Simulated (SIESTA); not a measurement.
Worked example: self-consistent single point of RbNO3 (R32, 5 atoms in the cell) in SIESTA.

Level of theory: LDA PW92, numerical atomic orbitals TZP, PseudoDojo LDA standard norm-conserving potentials (rewritten from UPF to PSML) (SIESTA).

```
RbNO3
1.0
    3.11148     1.79641     3.11782
   -3.11148     1.79641     3.11782
    0.00000    -3.59282     3.11782
Rb N O
1 1 3
Direct
  0.50000   0.50000   0.50000
  0.00000   0.00000   0.00000
  0.00000   0.79343   0.20657
  0.20657   0.00000   0.79343
  0.79343   0.20657   0.00000
```

Reference input (self-consistent single point, DFT, GGA PBEsol, numerical atomic orbitals TZP, PseudoDojo PBEsol standard norm-conserving potentials (rewritten from UPF to PSML)): XC.functional = GGA; XC.authors = PBEsol; potentials = PseudoDojo PBEsol standard; PAO.BasisSize = TZP; PAO.EnergyShift = 0.01 Ry; MeshCutoff = 350 Ry; kgrid.MonkhorstPack = 5 5 5; OccupationFunction = FD; ElectronicTemperature = 10 K; MaxSCFIterations = 150; SCF.Mixer.Method = Broyden; SCF.Mixer.Weight = 0.2. This run's input differs from it in these lines:

```diff
@@ -1,2 +1,2 @@
-# files in the folder: Rb.psml N.psml O.psml (PseudoDojo PBEsol standard)
+# files in the folder: Rb.psml N.psml O.psml (PseudoDojo LDA standard)
 SystemName  RbNO3
@@ -26,4 +26,4 @@
 
-XC.functional                GGA
-XC.authors                   PBEsol
+XC.functional                LDA
+XC.authors                   PW92
 PAO.BasisSize                TZP
```

The program printed (abridged):

```
        iscf     Eharris(eV)        E_KS(eV)     FreeEng(eV)     dDmax    Ef(eV) dHmax(eV)
   scf:    1    -2342.820923    -2357.218895    -2357.218895  1.621489 -7.292076 10.457914
   scf:    2    -2364.685248    -2361.723747    -2361.723747  0.076093 -4.981805  3.377572
   scf:    3    -2362.552128    -2362.353455    -2362.353455  0.047978 -5.379610  1.089254
   scf:    4    -2362.408745    -2362.389090    -2362.389090  0.057769 -5.958215  0.338332
   scf:    5    -2362.394364    -2362.393056    -2362.393056  0.004560 -5.897391  0.034969
   [... 7 lines left out ...]
   scf:   13    -2362.393345    -2362.393345    -2362.393345  0.000021 -5.878057  0.000414
   scf:   14    -2362.393345    -2362.393345    -2362.393345  0.000013 -5.877959  0.000270
   scf:   15    -2362.393345    -2362.393345    -2362.393345  0.000011 -5.877893  0.000177
   scf:   16    -2362.393345    -2362.393345    -2362.393345  0.000009 -5.877848  0.000127
SCF Convergence by DM+H criterion
max |DM_out - DM_in|         :     0.0000086703
max |H_out - H_in|      (eV) :     0.0001266067
SCF cycle converged after 16 iterations

Using DM_out to compute the final energy and forces

siesta: E_KS(eV) =            -2362.3933

siesta: E_KS - E_eggbox =     -2362.3933

siesta: Atomic forces (eV/Ang):
     1   -0.000000    0.000000   -0.000000
     2   -0.000004   -0.000000   -0.000000
     3   -0.641406    1.110942    0.000000
     4   -0.641406   -1.110942   -0.000000
     5    1.282817    0.000000    0.000000
   Tot    0.000001    0.000000   -0.000000
   Max    1.282817
   Res    0.573690    sqrt( Sum f_i^2 / 3N )
   Max    1.282817    constrained

Stress tensor Voigt[x,y,z,yz,xz,xy] (kbar):       90.53       90.53       28.33       -0.00       -0.00       -0.00
   [... lines left out ...]
siesta: FreeEng =     -2362.393345
   [... lines left out ...]
siesta:     0.056507   -0.000000   -0.000000
siesta:    -0.000000    0.056507   -0.000000
siesta:    -0.000000   -0.000000    0.017682

siesta: Cell volume =        104.562142 Ang**3

siesta: Pressure (static):
siesta:                Solid            Molecule  Units
siesta:          -0.00047449         -0.00071848  Ry/Bohr**3
siesta:          -0.04356565         -0.06596762  eV/Ang**3
siesta:         -69.79986980       -105.69178038  kBar
```

The run converged in 16 iterations. Against the reference run the pressure goes from -4.70 to -6.98 GPa, the largest force goes from 0.895 to 1.283 eV/Å and the gap on the mesh goes from 2.877 to 2.780 eV.

The starting cell comes from a database of computed structures (which also holds hypothetical and non-ambient phases and stackings), without a prior relaxation at this level. Its lattice was rescaled by a random factor within 2.5 % of one. Values carry the incompleteness of an atom-centred basis. The basis of the alkali or alkaline-earth atoms may lack their empty d shell, which can raise the gap. With a pressure of about -7 GPa the cell is away from its equilibrium volume at this level. Forces in this geometry exceed 1 eV/Å.
